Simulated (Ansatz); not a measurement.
Input:

End structure of a constructed model of the (110) surface of bcc W, p(2x2) surface alloy, Pt on one W site of the top plane (bottom of the slab: a bare face, its two planes held):

```yaml
crystal:
  lattice:
    - [5.51535, 0.00000, 0.00000]
    - [-1.83845, 5.19992, 0.00000]
    - [0.00000, 0.00000, 27.50000]
  atoms:
    - { symbol: W, position: [0.25000, 0.25000, 0.29602] }
    - { symbol: W, position: [0.25000, 0.75000, 0.29602] }
    - { symbol: W, position: [0.75000, 0.25000, 0.29602] }
    - { symbol: W, position: [0.75000, 0.75000, 0.29602] }
    - { symbol: W, position: [0.50000, 0.50000, 0.37789] }
    - { symbol: W, position: [0.50000, 0.00000, 0.37789] }
    - { symbol: W, position: [0.00000, 0.50000, 0.37789] }
    - { symbol: W, position: [0.00000, 0.00000, 0.37789] }
    - { symbol: W, position: [0.74955, 0.74955, 0.45990] }
    - { symbol: W, position: [0.75059, 0.24941, 0.45975] }
    - { symbol: W, position: [0.24941, 0.75059, 0.45975] }
    - { symbol: W, position: [0.25045, 0.25045, 0.45990] }
    - { symbol: W, position: [0.00000, 0.00000, 0.54165] }
    - { symbol: W, position: [0.00000, 0.50000, 0.54149] }
    - { symbol: W, position: [0.50000, 0.00000, 0.54149] }
    - { symbol: W, position: [0.50000, 0.50000, 0.54123] }
    - { symbol: W, position: [0.24565, 0.24565, 0.62303] }
    - { symbol: W, position: [0.25499, 0.74501, 0.62460] }
    - { symbol: W, position: [0.74501, 0.25499, 0.62460] }
    - { symbol: W, position: [0.75435, 0.75435, 0.62303] }
    - { symbol: Pt, position: [0.50000, 0.50000, 0.70417] }
    - { symbol: W, position: [0.50000, 0.00000, 0.70194] }
    - { symbol: W, position: [0.00000, 0.50000, 0.70194] }
    - { symbol: W, position: [0.00000, 0.00000, 0.70136] }
```

Model: 24-atom slab, 11.2 Å thick at the start, 7x7x1 mesh, Fermi-Dirac 0.1 eV, dipole correction, 8 atoms held, the rest relaxed; symmetry of the start imposed; no spin, no spin-orbit, no U. It is one candidate, not shown to be the stable structure of the face.

**Question.** Give the work function of the top face at the level PBE run with Ansatz (a first-principles code).

**Answer.** 4.76 eV
